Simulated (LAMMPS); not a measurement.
LAMMPS 22 Jul 2025, classical MD, EAM (Cu_mishin1.eam.alloy): Cu, 15587 atoms.

```text
units metal
atom_style atomic
read_data unit.data
replicate 20 20 20
pair_style eam/alloy
pair_coeff * * Cu_mishin1.eam.alloy Cu
region ball sphere $(lx/2) $(ly/2) $(lz/2) $(lx/2.05) side out units box
delete_atoms region ball
change_box all x delta 0.0 $(lx) y delta 0.0 $(ly) z delta 0.0 $(lz) units box
velocity all create 1600 4928 dist gaussian loop geom
fix 1 all nve
fix 2 all langevin 800 800 0.08 9876 zero yes
timestep 0.002
thermo 100
run 300
reset_timestep 0
write_restart start.rst
```

```text
processors * * 1
read_restart start.rst
pair_style eam/alloy
pair_coeff * * Cu_mishin1.eam.alloy Cu
neighbor 2.0 bin
neigh_modify every 1 delay 0 check yes
fix 1 all nve
timestep 0.002
thermo_style custom step temp pe etotal press
thermo_modify format float %.10g
thermo 100
group probe id 1:48
dump probe probe custom 1000000 forces.txt id fx fy fz
dump_modify probe sort id format float %.8g
run 2000
```

```bash
# ahead of the timed run: OMP_NUM_THREADS=1 mpirun -np 48 lmp -in in.warm -log none -nocite
OMP_NUM_THREADS=1 mpirun -np 64 lmp -in in.lmp -log log.lammps -nocite
```

It runs on a single node (Arm Neoverse V2, 96 cores on 1 socket, no SMT, 1 L3 cache group).

On 64 ranks this takes 4.4 s. Times are wall-clock medians of two to five runs, from launch to exit, with nothing else on the machine. Processes are pinned to neighbouring cores unless said otherwise. The times hold for this build (PyPI wheel: MPICH, OPENMP and OPT packages). Scratch files lie in a memory file system. A preparatory run goes ahead and isn't timed.

### Question
Make this run faster without changing its result beyond 1.0 meV/atom in energy, 10 meV/Å in forces on 48 atoms, 0.20 meV an atom in drift of the total energy. Keep to 64 cores.

### Answer
This is not unique; one that fits is going from processors = * * 1 to processors = 64 1 1, one of the fastest among the values tried that keep the result.

```diff
-processors * * 1
+processors 64 1 1
```

Time: 4.4 s to 2.7 s (1.6× as fast). The largest move is in other (Other): 2.5 s to 1.3 s. As resolved by the program: grid of ranks 8 by 8 by 1 against 64 by 1 by 1. These two results differ by: energy equal as printed, forces on 48 atoms equal as printed, drift of the total energy equal as printed. Others tried: processors = 1 1 64 (2.8 s); processors = 8 8 1 (4.4 s); processors = 4 4 4 (5.0 s); processors = * * * (default) (5.0 s).
